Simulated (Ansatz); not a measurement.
We look at the energy of one form of ZrO2 over another. The value is E(A) − E(B), in meV per atom.

A: ZrO2 (fluorite, Fm-3m), 3 atoms in the cell, k-point mesh 12×12×12 on the run's own vectors.
```xyz
3
Lattice="0.0000 2.5580 2.5580 2.5580 0.0000 2.5580 2.5580 2.5580 0.0000" Properties=species:S:1:pos:R:3 pbc="T T T"
Zr     0.0000     0.0000     0.0000
O      1.2790     1.2790     1.2790
O      3.8369     3.8369     3.8369
```

B: ZrO2 (P2₁/c), 12 atoms in the cell, k-point mesh 8×8×6 on the run's own vectors.
```
ZrO2
1.0
    5.18929     0.00000    -0.01175
    0.00000     5.24172     0.00000
   -0.89184     0.00000     5.30464
Zr O
4 8
Cartesian
  3.05411   5.01186   4.18134
  1.24334   0.22986   1.11154
  0.79742   2.39100   3.76385
  3.50003   2.85072   1.52903
 -0.42154   0.91121   4.50914
  4.71900   4.33051   0.78374
  4.27308   3.53207   3.43605
  0.02438   1.70965   1.85683
  2.82647   1.34575   0.12464
  1.47099   3.89597   5.16825
  1.91691   3.96661   2.51593
  2.38054   1.27511   2.77695
```

Computed with Ansatz (plane waves, PAW), its PAW set soft_1, cutoff 420 eV. The structures are at rest with PBE; other levels are single points on them. HSE06 runs on coarser k-point meshes, mended by the PBE difference between the two meshes. Neutral cells; Fermi-Dirac smearing of at most 0.05 eV in the solids, energies taken to zero width. The lattices are those relaxed with PBE, so at other levels the solids can be strained, which adds to the spread. A dispersion term (D3(BJ), or D4 for r2SCAN) was computed beside these levels and is taken off wherever the name lacks it. Space groups of crystals are read within 0.01 Å. Static lattices, no vibrational contributions. No structure search was made; lower ones may exist. No phonons were computed, so the higher form may be unstable once its symmetry is let go.

### Question
What value does PBE give?

### Answer
72 meV/atom for A less B, so ZrO2 (P2₁/c) (B) lies lower.

### Question
List the value at the remaining levels and say how far they part.

### Answer
| Method | value (meV/atom) | less PBE |
|---|---|---|
| HSE06 | 58 | -14 |

The levels shown span 14 meV/atom, from HSE06 (58) to PBE (72).

Ansatz is a first-principles code.
